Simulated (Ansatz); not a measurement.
# ZnO under a change: pressure −2 GPa

Take ZnO in the wurtzite structure (space group P6_3mc, No. 186; a = 3.1869 Å, c = 5.1526 Å) as the base.

The change: hydrostatic tension (pressure −2 GPa).

All numbers come from LDA, PAW, 420 eV (Ansatz, a first-principles code; no SOC). Settings: 12×12×7 k-points, 0.05 eV Fermi–Dirac smearing.

```tsv
quantity	base	changed	shift
volume per atom	11.33 Å³	11.48 Å³	+0.15 Å³
density	5.97 g/cm³	5.89 g/cm³	-0.08 g/cm³
lattice parameter a	3.187 Å	3.200 Å	+0.0135 Å
c/a ratio	1.617	1.617	0.000
enthalpy H = E + PV relative to the base's energy	–	-0.14 eV/atom	–
band gap	0.80 eV	0.78 eV	-0.02 eV
gap character	direct at Γ	direct at Γ	–
width of the top valence band	1.93 eV	1.90 eV	-0.03 eV
electron mass	0.15 mₑ (at Γ)	0.15 mₑ (at Γ)	–
valence-band top at Γ (three highest levels, from the VBM)	0.00, 0.00, -0.11 eV	0.00, 0.00, -0.10 eV	–
```

Load acts through the strain it causes; cell and atoms are relaxed under it. Effective masses come from finite differences of ±0.01 Å⁻¹. No phonon test of stability was made.
